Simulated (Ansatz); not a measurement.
Base system: Ti in the hcp (Mg type) structure (space group P6_3/mmc, No. 194; a = 2.940 Å, c = 4.654 Å; relaxed with 0.1 eV smearing). Axes: x lies along a and z along c of the hexagonal cell.

Structures relaxed with PBE (Ansatz, a quantum-chemistry and plane-wave program; PAW; 420 eV plane waves; without spin-orbit coupling).

Base:

Simulated powder pattern, Mo Kα, λ = 0.71073 Å (kinematic, ideal powder, no thermal factors, no anomalous dispersion; the 10 strongest lines at most, above 2 %, up to 2θ = 40°):

```tsv
2θ (°)	I/Imax (%)	hkl
16.05	24	(100)
17.57	25	(002)
18.31	100	(101)
23.88	15	(102)
27.98	17	(110)
31.12	18	(103)
32.42	2.6	(200)
33.23	19	(112)
33.65	14	(201)
37.11	3.2	(202)
```

After one change:

Simulated powder pattern, Mo Kα, λ = 0.71073 Å (kinematic, ideal powder, no thermal factors, no anomalous dispersion; the 10 strongest lines at most, above 2 %, up to 2θ = 40°):

| 2θ (°) | I/Imax (%) |
|---|---|
| 15.97 | 24 |
| 17.64 | 25 |
| 18.26 | 100 |
| 23.88 | 15 |
| 27.84 | 18 |
| 31.17 | 18 |
| 32.25 | 2.6 |
| 33.15 | 19 |
| 33.50 | 14 |
| 37.00 | 3.2 |

**Question.** Which change produced these results?
(A) biaxial strain +1.50 %, plane normal [001], relaxed out of plane
(B) biaxial strain +1.00 %, plane normal [001], relaxed out of plane
(C) biaxial strain +0.50 %, plane normal [001], relaxed out of plane
(D) biaxial strain −0.50 %, plane normal [001], relaxed out of plane

**Answer.** C, biaxial strain +0.50 %, plane normal [001], relaxed out of plane. Its volume per atom is 17.52 Å³ against 17.42 Å³, and its space group is P6_3/mmc (No. 194).

Stability against distortions was not tested. The final runs are not spin-polarised.
